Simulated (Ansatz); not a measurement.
Take BaO in the rock salt structure (space group Fm-3m, No. 225; a = 5.573 Å) as the base.

Method: PBE in Ansatz (plane waves to 420 eV, PAW, scalar-relativistic without spin-orbit coupling).

For the base:

| Item | Value |
|---|---|
| Volume per atom | 21.64 Å³ |
| Band gap | 2.10 eV |
| Electron mass | 1.2 mₑ along k, 0.40 mₑ across (at X) |

It is then changed as follows: cell and atoms relaxed at a pressure of 9 GPa.

How does this affect the volume per atom, band gap and electron mass?

The volume per atom drops by 2.11 Å³ (21.64 Å³ → 19.53 Å³); the band gap shrinks by 0.38 eV, from 2.10 eV to 1.72 eV; the electron mass becomes 1.2 mₑ along k, 0.38 mₑ across (at X) (base: 1.2 mₑ along k, 0.40 mₑ across (at X)).

Load acts through the strain it causes; cell and atoms are relaxed under it. Effective masses come from finite differences of ±0.01 Å⁻¹. Along k means along the line from Γ to the band edge. Stability against distortions was not tested. Competing high-pressure phases were not computed.

Ansatz is an electronic-structure program.
